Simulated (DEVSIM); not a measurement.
System: double heterostructure, In0.53Ga0.47As between p- and n-type InP, at 300 K.

Layer 1 from the left is InP, thickness (μm) 0.230, Na (cm⁻³) 2.9e17, τn (s) 5.2e-10, τp (s) 5.2e-10. Layer 2 from the left is In0.53Ga0.47As, thickness (μm) 0.170, Nd (cm⁻³) 3.6e15, τn (s) 5.2e-10, τp (s) 5.2e-10. Layer 3 from the left is InP, thickness (μm) 0.240, Nd (cm⁻³) 2.1e16, τn (s) 5.2e-10, τp (s) 5.2e-10.

Left contact: ohmic. Right contact: ohmic. Voltage is applied to the left contact. Recombination: SRH at mid-gap, radiative. Mobility is μmin + (μ − μmin)/(1 + (N/Nref)^α).

Constants are typed, rounded textbook-type inputs, not results; the design itself was drawn at random and stands for no fabricated device. Values at 300 K.

InP: gap (eV) 1.344, affinity (eV) 4.38, permittivity 12.5, Nc (cm⁻³) 5.7e17, Nv (cm⁻³) 1.1e19, μn (cm²/Vs) 5200, μp (cm²/Vs) 170, μn,min 400, μp,min 10, Nref,n 3e17, Nref,p 4.9e17, αn 0.47, αp 0.62, B (cm³/s) 1.2e-10. In0.53Ga0.47As: gap (eV) 0.74, affinity (eV) 4.51, permittivity 13.9, Nc (cm⁻³) 2.1e17, Nv (cm⁻³) 7.7e18, μn (cm²/Vs) 12000, μp (cm²/Vs) 300, μn,min 300, μp,min 10, Nref,n 1.3e17, Nref,p 4.9e17, αn 0.48, αp 0.4, B (cm³/s) 9.6e-11.

Simulated with DEVSIM: 1D drift-diffusion, Boltzmann statistics, complete ionisation; no tunnelling, impact ionisation, image-force lowering or self-heating. Band offsets follow the typed affinities; no thermionic-emission limit at abrupt steps, no polarisation charge.

### Question
What does the simulation give for the potential step across the device at zero bias, the dark forward voltage at 100 A/cm², the dark forward voltage at 1 A/cm²?

### Answer
potential step across the device at zero bias 1.165 V; dark forward voltage at 100 A/cm² 0.755 V; dark forward voltage at 1 A/cm² 0.426 V.
